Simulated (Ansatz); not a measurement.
LiH (model structure, started from the NiAs type, P6₃/mmc, No. 194, 4 atoms in the cell), treated with r²SCAN in Ansatz (PAW).

Settings: plane-wave cutoff 560 eV, 12×12×8 k mesh (along the axes of the cell as run), Fermi–Dirac smearing 0.01 eV, scalar-relativistic PAW data made under PBE.

Cell (relaxed at this level):

LiH is modelled in the hexagonal space group P6₃/mmc (No. 194), the NiAs type structure, Pearson symbol hP4. Lattice parameters: a = 2.7812 Å, b = 2.7812 Å, c = 4.8724 Å, α = 90.00°, β = 90.00°, γ = 120.00°. Li on 2a has 6 H at 2.015 Å (octahedral). H on 2c sees 6 Li at 2.015 Å (trigonal prismatic). (Neighbours: up to the widest gap in distance over summed covalent radii, below 1.35, at either atom; cation-cation and far metal-metal contacts left out.)

Task: Predict the band gap, smallest direct gap on the k points sampled and direct gap at Γ.

Result: 
- band gap = 4.94 eV (indirect)
- smallest direct gap on the k points sampled = 5.58 eV
- direct gap at Γ = 8.15 eV

Note: the relaxation could raise the start's symmetry but not lower it, so the cell can be a saddle point.

Static lattice: no zero-point or thermal effects.

A model structure was made by putting elements into a prototype or built by hand; it is no filed structure, need not be a known phase, and can be a saddle point held by its symmetry.

Ansatz is a quantum-chemistry and plane-wave program.
